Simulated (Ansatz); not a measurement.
Input:

End structure of a constructed model of the (110) surface of bcc Nb, a cell of two sites (a+b, b-a) layer of Sb, one a cell, on the site that continues the host's stacking (bottom of the slab: a bare face, its two planes held):

```xyz
13
Lattice="1.9115 2.7033 0.0000 -3.8231 2.7033 0.0000 0.0000 0.0000 30.5000" Properties=species:S:1:pos:R:3 pbc="T T T"
Nb     0.9558     1.3517     8.0571
Nb    -1.9115     1.3517     8.0571
Nb     0.0000     0.0000    10.3983
Nb    -0.9558     2.7033    10.3983
Nb     0.9558     1.3517    12.7332
Nb    -1.9115     1.3517    12.7341
Nb     0.0000     0.0000    15.0792
Nb    -0.9558     2.7033    15.0795
Nb     0.9558     1.3517    17.4040
Nb    -1.9115     1.3517    17.4309
Nb     0.0000     0.0000    19.6758
Nb    -0.9558     2.7033    19.7900
Sb     0.9558     1.3517    21.9962
```

Set-up: 13 atoms, 14.4 Å thick at the start; mesh 11x8x1; 0.1 eV smearing; dipole correction on; 4 atoms held, the rest relaxed; symmetry of the start imposed; no spin, no spin-orbit, no U. It is one candidate, not shown to be the stable structure of the face.

**Question.** Predict the work function of the top face from PBE (Ansatz, an electronic-structure program).

**Answer.** 4.88 eV
